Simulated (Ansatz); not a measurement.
Checking a run of Ansatz (a first-principles code) on the (100) slab of CoSn (cut from a parent of space group no. 191; 18 atoms in the cell). The aim is a self-consistent single point with DFT, LDA (PW92), plane waves, PAW files made with PBE.

Cell that was meant: a = 4.2747 Å, b = 5.3552 Å, c = 24.8724 Å, α = 90.00°, β = 90.00°, γ = 90.00°.

Part of the input:

Ansatz 0.2 input:
```yaml
    - { symbol: Sn, position_ang: [2.137346, 1.891104, 18.872406] }
    - { symbol: Sn, position_ang: [0.000000, 4.568683, 17.358000] }
basis:
  ecutwfc: 125.0 eV
kpoints:
  mp_grid: { grid: [5, 4, 1] }
hamiltonian:
```

Log, with long lists cut:

```
   [... lines left out ...]
PAW frozen core: Sn, regenerated for the run's functional, and the local potential with it
Initial density: superposition of atomic densities (neutral atoms: chi_scale 0, normalization atom)
Initial wavefunctions: pseudopotential atomic-orbital guess
Eigensolver: davidson
Functional: x = slater, c = lda
SCF iter   1: F=—  HF=-97246.602930 eV  |F-HF|=—  |Δ(HF+E_count)|=         —  Δρ=6.54e-1  dr2=1.44e3  ethr=3.10e-3  ⟨swp⟩=10.2  Hψ=7680  notcnv=0
all-band conjugate gradients solve this SCF's bands
preconditioner: auto → LDOS
SCF iter   2: F=—  HF=-96857.823905 eV  |F-HF|=—  |Δ(HF+E_count)|=    3.89e2  S|Δr|=    0.00e0  Δρ=4.52e-1  dr2=6.82e2  ethr=3.10e-3  ⟨swp⟩=5.6  Hψ=6697  notcnv=0  defer=154
   [... lines left out ...]
SCF iter  11: F=—  HF=-96607.980645 eV  |F-HF|=—  |Δ(HF+E_count)|=   2.08e-5  S|Δr|=    0.00e0  Δρ=4.04e-5  dr2=7.47e-6  ethr=6.32e-8  ⟨swp⟩=2.0  Hψ=1845  notcnv=0  defer=173
SCF iter  12: F=—  HF=-96607.980687 eV  |F-HF|=—  |Δ(HF+E_count)|=   4.21e-5  S|Δr|=    0.00e0  Δρ=1.70e-5  dr2=3.22e-6  ethr=2.68e-9  ⟨swp⟩=3.0  Hψ=2392  notcnv=0  defer=173
SCF iter  13: F=-96607.980687 eV  HF=-96607.980687 eV  |F-HF|=2.78e-8  |Δ(HF+E_count)|=   1.21e-7  S|Δr|=    0.00e0  Δρ=4.16e-6  dr2=9.41e-8  ethr=3.58e-11  ⟨swp⟩=14.2  Hψ=8392  notcnv=0
SCF 1 converged in 13 iterations: F = -96607.980687 eV  dr2 = 9.41e-8
the forces of this run sum to 5.373e-2 eV/Å along one axis, over √18 times 1.000e-2 eV/Å (the walk's relax.f_tol, or that key's default on a run that moves no …
Stability not checked (fill_not_monotonic)
Free energy (F): -96607.980687 eV
Internal energy: -96607.972192 eV  (E = F + TS)
E sigma→0 (E₀):  -96607.977855 eV
Entropy (-TS):   -0.008495 eV (-0.472 meV/atom)
Fermi energy:    3.843687 eV
   [... lines left out ...]
  atom  18  Sn    -0.00000000    -0.00000000     1.43492767
--- Stress (GPa, compression-positive) ---
       -4.546792      -0.000000      -0.000000
       -0.000000      13.418705      -0.000000
       -0.000000      -0.000000      18.244099
  P = ⅓ Tr σ = 9.0387 GPa (90.387 kbar)
  The stress holds the Pulay correction. Without it, at fixed plane waves, as pw.x and ABINIT print it: P = -1539.3583 GPa
```

Problem. Is this run sound? If not, what is wrong?

Solution. The run is not sound. The fault is a basis or grid far too coarse for these potentials. The error of an incomplete plane-wave basis or grid does not cancel at such settings. To fix it, restore the cutoff that the potentials need and check convergence. The run converged in 13 iterations without an error; against the sound input the free energy rises by 104 eV/atom and the largest force goes from 1.700 to 7.841 eV/Å.

The sound input it was made from differs as follows (other fixes are possible):
```diff
-  ecutwfc: 125.0 eV
+  ecutwfc: 420.0 eV
```

With that input, the run converged in 19 iterations: free energy E − TS (on the zero of these files) -98476.8219 eV; Fermi level (on the code's own zero) 5.76 eV; pressure averaged over the cell with its vacuum -7.08 GPa; largest force (vector length) 1.700 eV/Å (DFT, LDA (PW92), plane waves, PAW files made with PBE).

On the sound input: the starting cell comes from a database of computed structures (which also holds hypothetical and non-ambient phases and stackings), without a prior relaxation at this level. The slab is cut from that crystal, and its faces are unrelaxed. Its lattice was rescaled in the plane by a random factor within 2.5 % of one. Spin polarisation is off. The two faces of this cut differ, and no dipole correction was used. Forces in this geometry exceed 1 eV/Å.
